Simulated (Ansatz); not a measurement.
PBE against r2SCAN: Ti3Al, isotropic strain +0.49 %

Take Ti3Al (space group P6_3/mmc, No. 194; a = 5.756 Å, c = 4.655 Å) as the base.

(Cell as relaxed with PBE.)

Levels (all Ansatz, a program for electronic structure, PAW): PBE (420 eV, no SOC); r2SCAN (500 eV, spin-orbit coupling left out).

Each level relaxes its own structure.

```json
[
 {"base": "volume per atom", "PBE": "16.69 Å³", "r2SCAN": "16.56 Å³"},
 {"base": "lattice parameter a", "PBE": "5.756 Å", "r2SCAN": "5.747 Å"},
 {"base": "band gap", "PBE": "zero", "r2SCAN": "zero"}
]
```

The change: every lattice vector is stretched by 0.49 %; the atoms relax in the strained cell.

| quantity | PBE | r2SCAN |
|---|---|---|
| band gap | zero | (withheld) |
| energy relative to the base (free energy F) | +1.3 meV/atom | (withheld) |
| pressure (mean of the normal stresses, compression positive) | -1.6 GPa | (withheld) |

### Question
Given the PBE results, estimate those of r2SCAN.

### Answer

- band gap, r2SCAN: zero
- energy relative to the base (free energy F), r2SCAN: +1.3 meV/atom
- pressure (mean of the normal stresses, compression positive), r2SCAN: -1.7 GPa

The two agree on the band gap and energy relative to the base. Neither level is exact; r2SCAN is the comparison here, not a measurement.

Whether these cells are dynamically stable was not tested. The final runs are not spin-polarised.
